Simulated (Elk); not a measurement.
Elk run on DyCuSi (P6_3/mmc, 6 atoms in the cell): self-consistent single point.

Method: PBEsol, all-electron FP-LAPW, Elk's shipped species files, APW+lo basis with extra local orbitals in Elk.

```
DyCuSi
1.0
    4.10679     0.00000     0.00000
   -2.05340     3.55658     0.00000
    0.00000     0.00000     7.54379
Dy Si Cu
2 2 2
Direct
  0.00000   0.00000   0.50000
  0.00000   0.00000   0.00000
  0.66667   0.33333   0.25000
  0.33333   0.66667   0.75000
  0.33333   0.66667   0.25000
  0.66667   0.33333   0.75000
```
Moments meant for the start (each program seeds them in its own way; μB, in the order of the atoms Dy Dy Si Si Cu Cu): 5.0 5.0 0.0 0.0 0.0 0.0.

Reference input (self-consistent single point, DFT, LDA (PW92), all-electron FP-LAPW, Elk's shipped species files, APW+lo basis with extra local orbitals): spinpol = true; rgkmax = 8; stype = 0; swidth = 0.00734986 Ha; ngridk = 6 6 3; reducebf = 0.5; gmaxvr = 14 1/bohr; nxlo = 2; lorbcnd = true; lmaxi = 2; nempty = 12 per atom; maxscl = 100. This run's input differs from it in these lines:

```diff
@@ -2,2 +2,5 @@
   0
+
+xctype
+  22
```

Output, abridged:

```
│ Self-consistent loop started │
│ Loop number : 1 │
 total energy                :     -27870.2959100
 total moment                :    14.10924635
│ Loop number : 2 │
 total energy                :     -27886.2286102
 total moment                :    14.14117168
RMS change in Kohn-Sham potential (target) :    2.169512300     (  0.1000000000E-05)
Absolute change in total energy (target)   :    15.93270022     (  0.1000000000E-03)
│ Loop number : 3 │
 total energy                :     -27886.5582755
 total moment                :    14.12698754
RMS change in Kohn-Sham potential (target) :    2.136739450     (  0.1000000000E-05)
   [... lines left out ...]
│ Loop number : 98 │
 total energy                :     -28215.5167866
 total moment                :    9.721276285
RMS change in Kohn-Sham potential (target) :   0.9165179619E-05 (  0.1000000000E-05)
Absolute change in total energy (target)   :   0.3783953114E-02 (  0.1000000000E-03)
│ Loop number : 99 │
 total energy                :     -28215.5176745
 total moment                :    9.721151606
RMS change in Kohn-Sham potential (target) :   0.6073341955E-05 (  0.1000000000E-05)
Absolute change in total energy (target)   :   0.5801660154E-04 (  0.1000000000E-03)
│ Loop number : 100 │
Reached self-consistent loops maximum

Energies :
 Fermi                       :     0.280897152924
 xc effective B-field        :    -0.660436570676
 external B-field            :      0.00000000000
 total energy                :     -28215.5185158
 (external B-field energy excluded from total)

Density of states at Fermi energy :    446.0073287
 (states/Hartree/unit cell)

   [... lines left out ...]
Estimated indirect band gap :   0.1076264518E-02
Estimated direct band gap   :   0.1581072293E-02
   [... lines left out ...]
  species :    3 (Cu)
   atom    1                 :    28.16728602     (  0.2643063206E-03)
   atom    2                 :    28.16728602     (  0.2643063206E-03)
 total in muffin-tins        :    208.8354850
 total calculated charge     :    217.9773592
 total charge                :    218.0000000
 error                       :   0.2264077186E-01

Moments :
 interstitial                :   0.1201396710
 muffin-tins
  species :    1 (Dy)
   atom    1                 :    4.773675973
   atom    2                 :    4.773675973
  species :    2 (Si)
   atom    1                 :   0.4265230902E-02
   atom    2                 :   0.4265230902E-02
  species :    3 (Cu)
   atom    1                 :   0.2251464451E-01
   atom    2                 :   0.2251464451E-01
 total in muffin-tins        :    9.600911697
 total moment                :    9.721051368

│ Self-consistent loop stopped │
```

The run ended unconverged after 100 iterations. 

The starting cell comes from a database of computed structures (which also holds hypothetical and non-ambient phases and stackings), without a prior relaxation at this level. Spin-orbit coupling is off. Values depend on the basis (sphere radii, cutoffs, local orbitals), which need not be converged.

Cost on one core of a shared machine: roughly 10 min.
